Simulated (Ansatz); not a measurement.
**A computed series for YOF: alloy series**

The parent structure is YOF (space group P4/nmm, No. 129; a = 3.8109 Å, c = 5.4213 Å; a cell from a computed database, its experimental status unchecked).

The other end (x = 1) is YTeF (space group P4/nmm, No. 129; a hypothetical phase, not in the database extracts checked): 24.03 Å³/atom, gap zero; this end may not be an ambient phase.

Te replaces a fraction x of O; each row is one arrangement (x, atoms in the cell, starting space group or random), fully relaxed.

All numbers come from plane-wave PAW DFT at the PBEsol level (Ansatz, a quantum-chemistry and plane-wave program, 420 eV), spin-orbit coupling left out.

Notes on the quantities. mixing energy: to 0.01 eV only: unlike meshes or grids; against an end that may be hypothetical; deviation of the volume from the linear: Vegard-type) interpolation.

| case | band gap | density | mixing energy | deviation of the volume from the linear | shortest interatomic distance |
|---|---|---|---|---|---|
| base | 5.03 eV | 5.23 g/cm³ | – | – | 2.223 Å |
| x(Te) = 0.25, 12 atoms, I-42m | ? | 5.09 g/cm³ | +0.31 eV/atom | +4.1 % | 2.178 Å |
| x(Te) = 0.5, 12 atoms, P4/nmm | zero | 5.79 g/cm³ | ? | -7.5 % | ? |
| x(Te) = 0.5, 6 atoms, P-4m2 | 1.17 eV | 5.20 g/cm³ | +0.62 eV/atom | +2.9 % | 2.582 Å |
| x(Te) = 0.5, 12 atoms, Ibam | zero | 4.73 g/cm³ | +0.04 eV/atom | +13.2 % | ? |
| x(Te) = 0.75, 12 atoms, P-4m2 | zero | 5.52 g/cm³ | +0.33 eV/atom | -2.2 % | 2.506 Å |

Question: Some entries are withheld; estimate them.

Answer: 
- x(Te) = 0.25, 12 atoms, I-42m, band gap: 1.63 eV
- x(Te) = 0.5, 12 atoms, P4/nmm, mixing energy: +0.12 eV/atom
- x(Te) = 0.5, 12 atoms, P4/nmm, shortest interatomic distance: 2.285 Å
- x(Te) = 0.5, 12 atoms, Ibam, shortest interatomic distance: 2.229 Å

Each cell is one ordered arrangement of few atoms, which overstates ordering effects compared with a random alloy. Spin-orbit coupling, missing from the scalar runs, can matter with Te. Stability against distortions was not tested. The final runs are not spin-polarised. A zero or small gap of YTeF and Y2TeOF2 can be the functional's error rather than a property of the material.
